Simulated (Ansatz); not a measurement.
Reference: TaSi$_{2}$ (P6_422), PBEsol, DFPT electron-phonon coupling, linearised Boltzmann equation (plane waves, PAW, scalar-relativistic; Ansatz, a program for electronic structure); geometry: relaxed with this functional, without spin-orbit coupling.

Space group P6₄22 (No. 181); a = 4.763 Å, b = 4.763 Å, c = 6.551 Å, α = 90.00°, β = 90.00°, γ = 120.00°

```csv
atom,site,symmetry,x,y,z
Ta,3c,222,0.5000,0.0000,0.0000
Si,6i,..2,0.1592,0.3184,0.0000
```

| Item | Value |
|---|---|
| resistivity at 300 K | 33 μΩ·cm |
| electron-phonon coupling λ | 0.38 |
| logarithmic mean phonon energy | 23 meV |

Task: Swap Ta for Nb, keeping the structure type. How do these values move?

Result: NbSi$_{2}$ (P6_422): volume per atom 14.3 to 14.4 Å³; resistivity at 300 K stays about the same (33 μΩ·cm to 34 μΩ·cm); electron-phonon coupling λ falls (0.38 to 0.36); logarithmic mean phonon energy rises (23 meV to 28 meV).

Moves up to 5 % count as about the same. Metals; harmonic phonons alone scatter; means over directions. Halving the electron mesh moves these values by up to 3 %; q meshes are mostly untested. Spin-orbit coupling is left out.

The missing spin-orbit coupling matters most for TaSi2 (P6_422).
